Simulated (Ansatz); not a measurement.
# Fermi-surface data of RuC (R-3m)

Given:

```yaml
crystal:
  lattice:
    - [1.37159, 0.79189, 6.24160]
    - [-1.37159, 0.79189, 6.24160]
    - [0.00000, -1.58378, 6.24160]
  atoms:
    - { symbol: Ru, position: [0.22851, 0.22851, 0.22851] }
    - { symbol: Ru, position: [0.77149, 0.77149, 0.77149] }
    - { symbol: C, position: [0.03730, 0.03730, 0.03730] }
    - { symbol: C, position: [0.96270, 0.96270, 0.96270] }
```

All values below come from PBEsol, rigid bands (plane waves, PAW, scalar-relativistic; Ansatz, a program for electronic structure). Geometry: cell and atoms relaxed with PBEsol.

| Quantity | Result |
|---|---|
| density of states at the Fermi level | 1.72 states/(eV·cell), both spins |
| bare Sommerfeld coefficient | 1.01 mJ/(mol of atoms·K²) |
| Drude plasma energy | 6.5 (x), 6.5 (y), 5.5 (z) eV |
| root-mean-square Fermi velocity | 5.9e5 m/s |
| resistivity times τ | 11.7 (x), 11.7 (y), 16.1 (z) ×10⁻²² Ω·m·s |

A metal at this level (no band gap); rigid bands, thermally averaged at 300 K, both spins. Spin-orbit coupling is left out. τ is one relaxation time for all states.

Computed structure with no diffraction record at hand here (it may be known, metastable or hypothetical): RuC (R-3m).
